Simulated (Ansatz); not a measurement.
Base system: CdSe in the wurtzite structure (space group P6_3mc, No. 186; a = 4.2475 Å, c = 6.9410 Å). Axes: x lies along a and z along c of the hexagonal cell.

Computed with LDA (Ansatz, a first-principles code; PAW; 420 eV plane waves; spin-orbit coupling left out).

Strains are applied to the cell and any free atomic positions relax; under biaxial strain the out-of-plane vector relaxes too.

One change was made to it. Results:

The valence-band top at Γ (three highest levels, from the VBM) changes from 0.00, 0.00, -0.07 eV to 0.00, -0.12, -0.12 eV; the band gap falls by 0.11 eV (0.46 eV → 0.35 eV).

Task: Which of these changes matches the shifts?
(A) biaxial strain +3.00 %, plane normal [001], relaxed out of plane
(B) biaxial strain +1.80 %, plane normal [001], relaxed out of plane
(C) biaxial strain +0.60 %, plane normal [001], relaxed out of plane

Result: A, biaxial strain +3.00 %, plane normal [001], relaxed out of plane. For comparison, the band gap in the other runs: biaxial strain +1.80 %, plane normal [001], relaxed out of plane gives 0.41 eV; biaxial strain +0.60 %, plane normal [001], relaxed out of plane gives 0.47 eV.

Stability against distortions was not tested.
